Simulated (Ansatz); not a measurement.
The starting structures come from a database of crystals and need not be the phases stable at ambient conditions.

 Where the default PAW files enter, the runs use the earlier of Ansatz's two default sets.

The decay constant κ of evanescent states in the gap governs leakage through a thin film.

Consider the following.

```
CELL_PARAMETERS angstrom
      3.15759     0.00000     0.00000
      0.00000    18.13290     0.00000
      1.57880     6.04430     0.91152
ATOMIC_POSITIONS crystal
  W  0.00000 0.00066 0.00000
  S  0.00000 0.42075 0.00000
  S  0.00000 0.24729 0.00000
```

Space group of this cell: R3m. The cell was relaxed by PBE-D3(BJ); by r2SCAN its mean pressure is 2.3 GPa.

Transport runs along the normal of the first two printed cell vectors, the (100) plane of the conventional cell.

The gap is the functional's own. No spin-orbit coupling. Mid-gap values are interpolated on the energy grid.

### Question
Estimate the band gap and the smallest decay constant κ at mid-gap that r2SCAN in Ansatz (a quantum-chemistry and plane-wave program) returns for this system.

### Answer
Gap 1.02 eV on a 32×32×32 mesh; κ = 0.188 1/Å, at (0.300, 0.000) of the in-plane reciprocal vectors. At the zone centre, at the nearest computed energy, the slowest state has κ = 0.28 1/Å.
